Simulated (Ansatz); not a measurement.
Functionals compared on a constructed model of the (0001) surface of 4H silicon carbide, Si-terminated, Si trimer, 2x2 (bottom of the slab: 4 H on 4 bottom sites), in Ansatz (plane waves, PAW). The structure was relaxed with PBE; the other rows are single points on it. Cutoff 420 eV (500 eV for r2SCAN).

Model: 39-atom slab, 11.5 Å thick at the start with caps and adatoms (thin: gaps and levels are the slab's own), 5x5x1 mesh, Fermi-Dirac 0.025 eV, dipole correction, 8 atoms held, the rest relaxed; symmetry of the start imposed; no spin (no spin-polarised run to compare, though such a face may carry moments), no spin-orbit, no U. The slab shows no gap on its mesh. It is one candidate, not shown to be the stable structure of the face. These notes are the PBE run's.

```
functional  work function of the top face (eV)  rough cost of the single point
----------  ----------------------------------  ------------------------------
PBE                                       5.55                               –
r2SCAN                              (withheld)        roughly 2.6 core-minutes
```

### Question
What belongs in the gaps?

### Answer

- r2SCAN, work function of the top face (eV): 5.70

Ansatz is a quantum-chemistry and plane-wave program.
